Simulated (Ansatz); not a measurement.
Abridged Ansatz (a program for electronic structure) output:

```
Relaxation: its limit of steps is 60 (relax.max_steps)
Pseudopotential: Sc, paw, valence charge 11
Crystal: 2 atoms, lattice volume = 38.048 Å³
Basis set: ecut = 500 eV, 953 PW (Γ), exchange–correlation on 96×96×144 points (64 copies of the dense FFT grid, shifted against one another)
Bands: 15, of which v1, the nominal top of the filled ones, is band 11 counted from 1 (10 counted from 0)
Symmetry: 24 space group operations
k-points: 150 of 2304
Functional: x = r2scan, c = r2scan; τ floored in thin density (d = 2e-4 eV/Å³)
SCF iter   1: F=—  HF=-4280.374152 eV  |F-HF|=—  |Δ(HF+E_count)|=         —  Δρ=1.09e-2  dr2=3.90e-2  dr2_τ=1.79e-2  ethr=1.77e-3  ⟨swp⟩=4.1  Hψ=10040  notcnv=0
SCF iter   2: F=—  HF=-4280.470582 eV  |F-HF|=—  |Δ(HF+E_count)|=   9.64e-2  Δρ=5.77e-3  dr2=1.26e-2  dr2_τ=3.79e-4  ethr=1.77e-4  ⟨swp⟩=2.2  Hψ=5271  notcnv=0  defer=2
SCF 1 converged in 6 iterations: F = -4280.469583 eV  dr2 = 2.56e-9
relax step   1: F+E_penalty+E_count = -4280.46958336 eV  Δ(F+E_penalty+E_count) = +0.000e0 eV  max|allowed force component| = 5.551e-17 eV/Å  Δτ_max = 0.0000 Å  P = +22.499 GPa  Ω = 38.048 Å³  (6 SCF iters, dr2 threshold 1.00e-7 eV, accepted)
[... steps on the carried basis left out ...]
relax step   6: F+E_penalty+E_count = -4280.11210993 eV  Δ(F+E_penalty+E_count) = +1.452e-3 eV  max|allowed force component| = 7.401e-17 eV/Å  Δτ_max = 0.0000 Å  P = +29.997 GPa  Ω = 35.856 Å³  stress off target by 7.96e-3 GPa  SCF on the basis re-selected at this cell (its energy is not comparable with the rows above)  (6 SCF iters)
SCF converged after 6 iterations
Free energy (F): -4280.112110 eV
Internal energy: -4280.091236 eV  (E = F + TS)
E sigma→0 (E₀):  -4280.101673 eV
Entropy (-TS):   -0.020874 eV (-10.437 meV/atom)
Fermi energy:    13.482945 eV
--- Forces (eV/Å), atoms counted from 1 ---
  atom   1  Sc     0.00000000     0.00000000     0.00000000
  atom   2  Sc    -0.00000000    -0.00000000    -0.00000000
--- Stress (GPa, compression-positive) ---
       29.999716       0.000000      -0.000000
        0.000000      29.999716      -0.000000
       -0.000000      -0.000000      29.992040
  P = ⅓ Tr σ = 29.9972 GPa (299.972 kbar)
--- Relaxed structure (5 steps of the walk, 4 accepted, 1 SCFs on fresh bases) ---
  cell:  # Å, volume = 35.8555 Å³
    - [3.0185525842855294, 2.8363619202290332e-11, -2.206478006569247e-29]
    - [-1.5092762921673284, 2.614143220636255, -2.03324369081142e-18]
    - [-5.197631297602885e-33, -3.557293307688442e-18, 4.543892250430551]
  atoms:
    - { symbol: Sc, position: [0.33333333333333337, 0.6666666666666666, 0.75] }
    - { symbol: Sc, position: [0.6666666666666666, 0.33333333333333326, 0.25] }
```

What was computed, and what are the main results?

Sc, 2 atoms in the cell, with Ansatz r2SCAN, without spin-orbit coupling, from a series relaxed to a target (pressure 30 GPa). The last SCF converged to F = -4280.112110 eV, or -2140.0561 eV per atom, at a pressure of 30.00 GPa. The total energy compares only with runs of the same code, potentials and settings.

Load acts through the strain it causes; cell and atoms are relaxed under it. No phonon test of stability was made. No other phases were tried under pressure. All final runs are without spin polarisation. The cell was made from Sc in the hcp (Mg type) structure (space group P6_3/mmc, No. 194) by this change: pressure 30 GPa.

Keys are those of Ansatz 0.2.
